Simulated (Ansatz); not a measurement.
C (I4_1/amd): band-edge transport data

Input:

```yaml
crystal:
  lattice:
    - [0.00000, 1.77483, 1.79585]
    - [1.77483, 0.00000, 1.79585]
    - [1.77483, 1.77483, 0.00000]
  atoms:
    - { symbol: C, position: [0.00000, 0.00000, 0.00000] }
    - { symbol: C, position: [0.25000, 0.25000, 0.25000] }
```

Computed with r2SCAN, rigid bands (plane waves, PAW, scalar-relativistic; Ansatz, a first-principles code). Condition of this run: uniaxial stress along [001] of -11 GPa (compression positive) (the target of the relaxation). How the cell was made: cell and atoms relaxed with PBEsol, then loaded as said.

```json
{
 "band_gap": "4.20 eV",
 "electron conductivity mass (300 K, dilute)": "0.47 (x), 0.47 (y), 0.28 (z) mₑ",
 "hole conductivity mass (300 K, dilute)": "0.48 (x), 0.48 (y), 0.33 (z) mₑ",
 "effective density of states N_c (300 K)": "3.6e19 cm⁻³",
 "effective density of states N_v (300 K)": "1.9e19 cm⁻³",
 "density_of_states_mass_electrons": "1.27 mₑ",
 "density_of_states_mass_holes": "0.84 mₑ",
 "Seebeck coefficient, n-type 1e19 cm⁻³, 300 K": "-324 μV/K",
 "best n-type power factor at 300 K for τ = 10 fs (best axis; densities from 1e16 to 1e21 cm⁻³ tried, whether or not they can be reached)": "20 μW/(cm·K²) at 1e20 cm⁻³",
 "Seebeck coefficient, p-type 1e19 cm⁻³, 300 K": "274 μV/K",
 "best p-type power factor at 300 K for τ = 10 fs (best axis; densities from 1e16 to 1e21 cm⁻³ tried, whether or not they can be reached)": "8.9 μW/(cm·K²) at 3e20 cm⁻³"
}
```

Rigid bands; masses and Seebeck coefficients take one relaxation time τ for all states and one kind of carrier; polarons and phonon drag are left out. Spin-orbit coupling is left out. Geometry: cell and atoms relaxed with PBEsol.
